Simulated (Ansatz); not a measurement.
The structure below was relaxed with Ansatz (an electronic-structure program) r2SCAN, spin-orbit coupling left out, at pressure 15 GPa.

```xyz
2
Lattice="0.0000 1.7616 1.7616 1.7616 0.0000 1.7616 1.7616 1.7616 0.0000" Properties=species:S:1:pos:R:3 pbc="T T T"
C      0.0000     0.0000     0.0000
C      0.8808     0.8808     0.8808
```

Find the space group and the Wyckoff positions.

Space group Fd-3m, origin choice 1 (No. 227); a = 3.5232 Å, b = 3.5232 Å, c = 3.5232 Å, α = 90.00°, β = 90.00°, γ = 90.00°

| atom | site | symmetry | x | y | z |
|---|---|---|---|---|---|
| C | 8b | -43m | 0.5000 | 0.5000 | 0.5000 |

Describe the coordination.

The crystal has 8 atoms in its conventional cell. Lattice parameters: a = b = c = 3.5232 Å, α = β = γ = 90.00°. C sees 4 C at 1.526 Å (tetrahedral). (Neighbours: up to the widest gap in distance over summed covalent radii, below 1.35, at either atom.)

Load acts through the strain it causes; cell and atoms are relaxed under it. Whether these cells are dynamically stable was not tested. No other phases were tried under pressure. The cell was made from C in the diamond structure (space group Fd-3m, No. 227) by this change: pressure 15 GPa.
